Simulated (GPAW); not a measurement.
```
K2RbScCl6
1.0
    0.00000     5.58116     5.58116
    5.58116     0.00000     5.58116
    5.58116     5.58116     0.00000
K Rb Sc Cl
2 1 1 6
Direct
  0.75000   0.75000   0.75000
  0.25000   0.25000   0.25000
  0.50000   0.50000   0.50000
  0.00000   0.00000   0.00000
  0.77662   0.22338   0.22338
  0.22338   0.77662   0.77662
  0.22338   0.77662   0.22338
  0.77662   0.22338   0.77662
  0.22338   0.22338   0.77662
  0.77662   0.77662   0.22338
```

Method: PBEsol, GPAW PAW datasets PBEsol (made by gpaw-setup) (plane waves; GPAW).

The set-up and first iterations of a GPAW log for K2RbScCl6 (Fm-3m, 10 atoms in the cell):

```
Input parameters:
  convergence: {bands: -4,
                density: 1e-05,
                energy: 1e-05}
  kpts: [3 3 3]
  maxiter: 120
  mode: {ecut: 1275.0,
         name: pw}
  nbands: -6
  occupations: {fixmagmom: False,
                name: fermi-dirac,
                width: 0.0}
  symmetry: {symmorphic: False,
             tolerance: 0.0005}
  xc: PBEsol

species:
  K:
    name: Potassium
    Z: 19.0
    valence: 9
    core: 10
    charge: 0.0
    file: K.PBEsol.gz

    # Using partial waves for K as LCAO basis

  Rb:
    name: Rubidium
    Z: 37.0
    valence: 9
    core: 28
    charge: 0.0
    file: Rb.PBEsol.gz

    # Using partial waves for Rb as LCAO basis

  Sc:
    name: Scandium
    Z: 21.0
    valence: 11
    core: 10
    charge: 0.0
    file: Sc.PBEsol.gz

    # Using partial waves for Sc as LCAO basis

  Cl:
    name: Chlorine
    Z: 17.0
    valence: 7
    core: 10
    charge: 0.0
    file: Cl.PBEsol.gz

   [... lines left out ...]
Number of atomic orbitals: 52
Number of bands in calculation: 46
Number of valence electrons: 80
Bands to converge: 42

Density initialized from atomic densities
  46 bands from LCAO basis set

Atomic positions and initial magnetic moments

Positions:
   0 K      8.371740    8.371740    8.371740    ( 0.0000,  0.0000,  0.0000)
   1 K      2.790580    2.790580    2.790580    ( 0.0000,  0.0000,  0.0000)
   2 Rb     5.581160    5.581160    5.581160    ( 0.0000,  0.0000,  0.0000)
   3 Sc     0.000000    0.000000    0.000000    ( 0.0000,  0.0000,  0.0000)
   4 Cl     2.493439    5.581160    5.581160    ( 0.0000,  0.0000,  0.0000)
   5 Cl     8.668881    5.581160    5.581160    ( 0.0000,  0.0000,  0.0000)
   6 Cl     5.581160    2.493439    5.581160    ( 0.0000,  0.0000,  0.0000)
   7 Cl     5.581160    8.668881    5.581160    ( 0.0000,  0.0000,  0.0000)
   8 Cl     5.581160    5.581160    2.493439    ( 0.0000,  0.0000,  0.0000)
   9 Cl     5.581160    5.581160    8.668881    ( 0.0000,  0.0000,  0.0000)

Unit cell:
           periodic     x           y           z      points  spacing
  1. axis:    yes    0.000000    5.581160    5.581160    70     0.0921
  2. axis:    yes    5.581160    0.000000    5.581160    70     0.0921
  3. axis:    yes    5.581160    5.581160    0.000000    70     0.0921

  Lengths:   7.892952   7.892952   7.892952
  Angles:   60.000000  60.000000  60.000000

Effective grid spacing dv^(1/3) = 0.1005
     iter     time        total  log10-change:
                         energy   eigst   dens
iter:   1 --:--:--   -41.361789   +0.44
iter:   2 --:--:--   -41.235350   +0.03  -1.27
iter:   3 --:--:--   -40.504233   -0.76  -1.32
iter:   4 --:--:--   -40.274143   -0.96  -1.47
iter:   5 --:--:--   -40.413090   -1.13  -1.64
```

Q: Will this run converge, and how will it end?

A: The run converged in 34 iterations. Convergence of the loop says nothing yet on basis, mesh or lower states. It ends on: free energy E − TS (from the program's reference atoms) -40.2579 eV; top of the valence band (on the code's own zero) -0.51 eV; gap on the k-point mesh 4.03 eV; pressure -1.07 GPa; largest force (vector length) 0.146 eV/Å. The log goes on:

```
   [... 3 lines left out ...]
iter:   9 --:--:--   -40.260209   -2.70  -2.42
iter:  10 --:--:--   -40.259183   -2.95  -2.72
iter:  11 --:--:--   -40.258474   -3.39  -2.71
   [... lines left out ...]
iter:  15 --:--:--   -40.257933c  -5.09  -3.50
iter:  16 --:--:--   -40.257948c  -5.38  -3.71
iter:  17 --:--:--   -40.257933c  -6.09  -3.67
   [... 6 lines left out ...]
iter:  24 --:--:--   -40.257924c  -6.60  -4.13
iter:  25 --:--:--   -40.257923c  -6.26  -4.18
iter:  26 --:--:--   -40.257923c  -6.32  -4.25
iter:  27 --:--:--   -40.257921c  -6.37  -4.31
iter:  28 --:--:--   -40.257921c  -7.75c -4.69
iter:  29 --:--:--   -40.257921c  -7.67c -4.72
iter:  30 --:--:--   -40.257921c  -7.43c -4.74
iter:  31 --:--:--   -40.257921c  -7.46c -4.74
iter:  32 --:--:--   -40.257921c  -7.22  -4.91
iter:  33 --:--:--   -40.257921c  -7.63c -4.83
iter:  34 --:--:--   -40.257921c  -8.33c -5.10c
Converged after 34 iterations.

Dipole moment: (0.000000, 0.000000, 0.000000) |e|*Ang

Energy contributions relative to reference atoms: (reference = -209754.503601)

Kinetic:        +22.599861
Potential:      -26.667339
External:        +0.000000
XC:             -35.431531
Entropy (-ST):   +0.000000
Local:           -0.758912
SIC:             +0.000000
--------------------------
Free energy:    -40.257921
Extrapolated:   -40.257921

Showing only first 2 kpts
 Kpt  Band  Eigenvalues  Occupancy
  0    38     -0.50900    2.00000
  0    39     -0.50900    2.00000
  0    40      3.52859    0.00000
  0    41      3.52859    0.00000

  1    38     -0.71787    2.00000
  1    39     -0.61524    2.00000
  1    40      3.61814    0.00000
  1    41      3.69819    0.00000

Fermi level: 1.50492

Gap: 4.028 eV
Transition (v -> c):
  (s=0, k=0, n=39, [0.00, 0.00, 0.00]) -> (s=0, k=2, n=40, [0.33, 0.33, 0.00])
Direct/indirect transitions are different
Direct gap: 4.034 eV
   [... lines left out ...]
  3 Sc    0.00000   -0.00000   -0.00000
  4 Cl   -0.14606    0.00000   -0.00000
  5 Cl    0.14606    0.00000   -0.00000
  6 Cl   -0.00000   -0.14606    0.00000
  7 Cl    0.00000    0.14606    0.00000
  8 Cl   -0.00000    0.00000   -0.14606
  9 Cl    0.00000    0.00000    0.14606

Stress tensor:
     0.006658     0.000000     0.000000
     0.000000     0.006658    -0.000000
     0.000000    -0.000000     0.006658
Stress (GPa, Voigt): [ 1.0667  1.0667  1.0667 -0.      0.      0.    ]
```

For comparison: a first run was changed to give this one (ecut: 850 eV → 1275 eV), and from it to this one the free energy falls by 1.2 meV/atom, the pressure moves little (-1.08 to -1.07 GPa), the largest force hardly changes (0.145 to 0.146 eV/Å) and the gap on the mesh hardly changes (4.027 to 4.028 eV).

The starting cell comes from a database of computed structures (which also holds hypothetical and non-ambient phases and stackings), without a prior relaxation at this level.

The run was DFT PBEsol, plane waves, GPAW PAW datasets PBEsol (made by gpaw-setup). Main settings of its input:

* **mode**: pw
* **ecut**: 1275 eV
* **xc**: PBEsol
* **kpts**: 3 3 3
* **mesh shift (steps)**: 0 0 0
* **occupations.name**: fermi-dirac
* **occupations.width**: 0 eV
* **nbands**: -6
* **convergence.density**: 1e-05 e/electron
* **convergence.energy**: 1e-05 eV/electron
* **convergence.bands**: -4
* **symmetry.symmorphic**: false
